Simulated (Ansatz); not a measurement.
For SnSe (model structure, started from the zincblende type, F-43m, No. 216, 2 atoms in the cell), PBEsol (Ansatz, a quantum-chemistry and plane-wave program, plane waves, PAW) gives:

```
Item                       Value
------------------  ------------
lattice constant a       6.655 Å
bulk modulus            31.9 GPa
cohesive energy     3.39 eV/atom
```

Q: What does r²SCAN (plane waves, PAW; Ansatz) give for the same quantities?

A: 
- lattice constant a: 6.725 Å (rises by 1.1 %)
- bulk modulus: 33.1 GPa (increases by 3.8 %)
- cohesive energy: 3.01 eV/atom (falls by 0.38 eV/atom)

Changes are worked out from the printed values.

Unless a cell is named, each level is at its own relaxed cell (PBEsol 36.84, r²SCAN 38.02 Å³/atom).

Levels without +SOC leave out spin–orbit coupling, which shifts energies and cells of such heavy elements.

Caveats: the bulk modulus is −V dP/dV from two relaxed cells at ±2 % in volume (PBEsol, r²SCAN). Ansatz's density-functional and Hartree–Fock values are scalar-relativistic unless marked +SOC, with PAW data made under PBE.

A model structure was made by putting elements into a prototype or built by hand; it is no filed structure, need not be a known phase, and can be a saddle point held by its symmetry.
